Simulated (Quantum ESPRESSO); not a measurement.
Worked example: self-consistent single point of TlCrTe2 (P-3m1, 4 atoms in the cell) in Quantum ESPRESSO.

Computed with LDA (PZ), GBRV 1.5 ultrasoft (LDA) pseudopotentials (plane waves; Quantum ESPRESSO 7.5).

The change in words: lattice scaled by 0.98. Reference geometry:
```
CELL_PARAMETERS angstrom
      4.10983     0.00000     0.00000
     -2.05491     3.55922     0.00000
      0.00000     0.00000     7.94888
ATOMIC_POSITIONS crystal
  Cr 0.00000 0.00000 0.50000
  Tl 0.00000 0.00000 0.00000
  Te 0.66667 0.33333 0.68330
  Te 0.33333 0.66667 0.31670
```
Moments meant for the start (each program seeds them in its own way; μB, in the order of the atoms Cr Tl Te Te): 3.0 0.0 0.0 0.0.

Reference input (self-consistent single point, DFT, LDA (PZ), plane waves, GBRV 1.5 ultrasoft (LDA) pseudopotentials): ecutwfc = 50 Ry; ecutrho = 400 Ry; occupations = smearing; smearing = gaussian; degauss = 0.0099958 Ry; nspin = 2; potentials = {Cr: cr_lda_v1.5.uspp.F.UPF, Tl: tl_lda_v1.2.uspp.F.UPF, Te: te_lda_v1.uspp.F.UPF}; K_POINTS = automatic 5 5 3 0 0 0; conv_thr = 1e-11 Ry; mixing_beta = 0.3. This run's input differs from it in these lines:

```diff
@@ -29,5 +29,5 @@
 CELL_PARAMETERS {angstrom}
-   4.109829893     0.000000000     0.000000000
-  -2.054914946     3.559217093     0.000000000
-   0.000000000     0.000000000     7.948880000
+   4.027633291     0.000000000     0.000000000
+  -2.013816646     3.488032748     0.000000000
+   0.000000000     0.000000000     7.789902000
 ATOMIC_POSITIONS {crystal}
```

Output, abridged:

```
     Self-consistent Calculation

     iteration #  1     ecut=    50.00 Ry     beta= 0.30

     negative rho (up, down):  2.643E-02 2.677E-02

     total energy              =    -370.39976862 Ry
     estimated scf accuracy    <       7.61963543 Ry

     total magnetization       =     1.74 Bohr mag/cell
     absolute magnetization    =     1.90 Bohr mag/cell

     iteration #  2     ecut=    50.00 Ry     beta= 0.30

     negative rho (up, down):  2.636E-02 2.667E-02

     total energy              =    -372.54844638 Ry
     estimated scf accuracy    <      21.55164690 Ry

     total magnetization       =     0.13 Bohr mag/cell
   [... lines left out ...]

     total energy              =    -373.46254768 Ry
     estimated scf accuracy    <          1.3E-10 Ry

     total magnetization       =     2.98 Bohr mag/cell
     absolute magnetization    =     3.52 Bohr mag/cell

     iteration # 27     ecut=    50.00 Ry     beta= 0.30

     negative rho (up, down):  2.493E-02 2.791E-02

     Magnetic moment per site  (integrated on atomic sphere of radius R)
     atom   1 (R=0.279)  charge= 12.5282  magn=  2.9443
     atom   2 (R=0.347)  charge= 11.6856  magn= -0.0186
     atom   3 (R=0.279)  charge=  3.2637  magn= -0.0755
     atom   4 (R=0.279)  charge=  3.2637  magn= -0.0755
     End of self-consistent calculation

     the Fermi energy is     8.3061 ev

!    total energy              =    -373.46254768 Ry
     estimated scf accuracy    <          1.6E-12 Ry
     smearing contrib. (-TS)   =      -0.00083317 Ry
     internal energy E=F+TS    =    -373.46171451 Ry

     total magnetization       =     2.98 Bohr mag/cell
     absolute magnetization    =     3.52 Bohr mag/cell

     convergence has been achieved in  27 iterations

     negative rho (up, down):  2.493E-02 2.791E-02

     Forces acting on atoms (cartesian axes, Ry/au):

     atom    1 type  1   force =     0.00000000   -0.00000000    0.00000000
     atom    2 type  2   force =     0.00000000    0.00000000    0.00000000
     atom    3 type  3   force =     0.00000000    0.00000000   -0.00383147
   [... lines left out ...]
     Total force =     0.005419     Total SCF correction =     0.000001
   [... lines left out ...]

     negative rho (up, down):  2.493E-02 2.791E-02
          total   stress  (Ry/bohr**3)                   (kbar)     P=      -21.13
  -0.00013450  -0.00000000  -0.00000000          -19.79       -0.00       -0.00
  -0.00000000  -0.00013450  -0.00000000           -0.00      -19.79       -0.00
   0.00000000   0.00000000  -0.00016183            0.00        0.00      -23.81

   JOB DONE.
```

The run converged in 27 iterations. Against the reference run the free energy falls by 35.7 meV/atom, the pressure goes from -4.51 to -2.11 GPa, the largest force goes from 0.312 to 0.099 eV/Å and the size of the net moment moves little (0.76 to 0.74 μB/atom).

The starting cell comes from a database of computed structures (which also holds hypothetical and non-ambient phases and stackings), without a prior relaxation at this level. For this run, on top of that: lattice scaled by 0.98. With one magnetic atom in the cell only a parallel order is possible.

Cost on one core of a shared machine: roughly 2 min.
